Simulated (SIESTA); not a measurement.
**Short convergence ladders for a (001) slab of YCu5 (cut from a parent of space group no. 191; 12 atoms in the cell)**

```xyz
12
Lattice="4.9877 0.0000 0.0000 -2.4938 4.3195 0.0000 0.0000 0.0000 20.0321" Properties=species:S:1:pos:R:3 pbc="T T T"
Y      0.0000     0.0000     9.0107
Cu     0.0000     2.8796     9.0107
Cu     2.4938     1.4398     9.0107
Cu     2.4938     0.0000     7.0000
Cu     1.2469     2.1597     7.0000
Cu    -1.2469     2.1597     7.0000
Y      0.0000     0.0000    13.0321
Cu     0.0000     2.8796    13.0321
Cu     2.4938     1.4398    13.0321
Cu     2.4938     0.0000    11.0214
Cu     1.2469     2.1597    11.0214
Cu    -1.2469     2.1597    11.0214
```

Base method: LDA PW92, numerical atomic orbitals DZP, PseudoDojo LDA standard norm-conserving potentials (rewritten from UPF to PSML) run with SIESTA 5.4.2.

Base settings: XC.functional = LDA; XC.authors = PW92; potentials = PseudoDojo LDA standard; PAO.BasisSize = DZP; PAO.EnergyShift = 0.01 Ry; MeshCutoff = 300 Ry; kgrid.MonkhorstPack = 4 4 1; OccupationFunction = FD; ElectronicTemperature = 0.1 eV; MaxSCFIterations = 150.

**The vacuum**

The mesh stays at the base's, so the ladder's end is converged at best in this setting alone.

Only quantities that move along the ladder and can be compared are tabulated; forces are left out, as grid noise moves with the cell.

| vacuum between outermost atoms (Å) | free energy less the last step's (meV/atom) |
|---|---|
| 3.0 | -279.31 |
| 4.0 | -78.68 |
| 5.0 | -13.59 |
| 6.0 | 0.07 |
| 7.0 | -0.32 |
| 8.0 | -0.27 |
| 10.0 | -0.19 |
| 12.0 | -0.12 |
| 14.0 | -0.09 |
| 17.0 | -0.06 |
| 20.0 | -0.02 |
| 30.0 | 0.00 |

Smallest vacuum between outermost atoms (Å) that holds the free energy within 1 meV/atom of the last step, with all finer ones: 6.0; the step before is off by 14 meV/atom.

**The k-point mesh**

Only quantities that move along the ladder and can be compared are tabulated.

```tsv
kgrid.MonkhorstPack	free energy less the last step's (meV/atom)	largest difference of a force vector from the last step's (eV/Å)
2 2 1	88.46	0.364
3 3 1	30.92	0.196
4 4 1	13.37	0.158
5 5 1	3.75	0.052
6 6 1	1.65	0.031
7 7 1	1.71	0.024
8 8 1	1.47	0.020
9 9 1	0.98	0.012
11 11 1	0.23	0.008
12 12 1	0.05	0.006
14 14 1	-0.03	0.003
17 17 1	0.01	0.001
20 20 1	0.00	0.000
```

Coarsest kgrid.MonkhorstPack that holds the free energy within 5 meV/atom of the last step, with all finer ones: 5 5 1; the step before is off by 13 meV/atom.

Coarsest kgrid.MonkhorstPack that holds the forces within 0.01 eV/Å of the last step, with all finer ones: 11 11 1; the step before is off by 0.012 eV/Å.

**The cutoff of the real-space grid**

The mesh stays at the base's, so the ladder's end is converged at best in this setting alone.

Only quantities that move along the ladder and can be compared are tabulated.

| MeshCutoff | free energy less the last step's (meV/atom) | largest difference of a force vector from the last step's (eV/Å) |
|---|---|---|
| 150 Ry (152 Ry used) | -0.44 | 0.027 |
| 180 Ry (181 Ry used) | 0.39 | 0.016 |
| 210 Ry (223 Ry used) | 0.05 | 0.010 |
| 255 Ry (275 Ry used) | -0.14 | 0.006 |
| 300 Ry (321 Ry used) | -0.12 | 0.006 |
| 360 Ry (370 Ry used) | -0.05 | 0.007 |
| 450 Ry (451 Ry used) | -0.09 | 0.005 |
| 600 Ry (607 Ry used) | 0.00 | 0.000 |

Coarsest MeshCutoff that holds the forces within 0.02 eV/Å of the last step, with all finer ones: 180 Ry (181 Ry used); the step before is off by 0.027 eV/Å.

On the base run: the starting cell comes from a database of computed structures (which also holds hypothetical and non-ambient phases and stackings), without a prior relaxation at this level. The slab is cut from that crystal, and its faces are unrelaxed. Its lattice was rescaled by up to half a per cent. Spin polarisation is off. The two faces of this cut differ, and no dipole correction was used. Values carry the incompleteness of an atom-centred basis.
